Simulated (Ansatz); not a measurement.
# A computed series for Sc: thickness series

Base system: Sc in the hcp (Mg type) structure (space group P6_3/mmc, No. 194; a = 3.329 Å, c = 5.192 Å). Axes: x lies along a and z along c of the hexagonal cell.

Free-standing slabs (1 atom(s) a layer) normal to the z axis with 15 Å of vacuum; in-plane cell held at bulk.

Level of theory: Ansatz (a program for electronic structure) r2SCAN, without spin-orbit coupling.

Notes on the quantities. excess energy per area of both faces: slab less bulk energy over the cell's area: twice a surface energy; uncertain by up to 0.1 J/m²; layer's space group: with vacuum.

| change | shortest interatomic distance | excess energy per area of both faces | thickness between the outermost nuclei | layer's space group |
|---|---|---|---|---|
| base | 323.0 pm | – | – | – |
| 1 layer | 332.9 pm | – | – | P6/mmm (No. 191) |
| 2 layers | 305.1 pm | 2.59 J/m² | 2.37 Å | P-3m1 (No. 164) |
| 3 layers | 317.0 pm | 2.74 J/m² | 5.04 Å | P-6m2 (No. 187) |
| 4 layers | 316.7 pm | 2.8 J/m² | 7.66 Å | P-3m1 (No. 164) |
| 5 layers | 316.6 pm | 2.8 J/m² | 10.27 Å | P-6m2 (No. 187) |
| 6 layers | 316.8 pm | 2.8 J/m² | 12.86 Å | P-3m1 (No. 164) |
| 7 layers | 316.9 pm | 2.8 J/m² | 15.46 Å | P-6m2 (No. 187) |

Slab and bulk use different k-meshes, which limits the precision of the excess energy. Whether these cells are dynamically stable was not tested. All final runs are without spin polarisation.
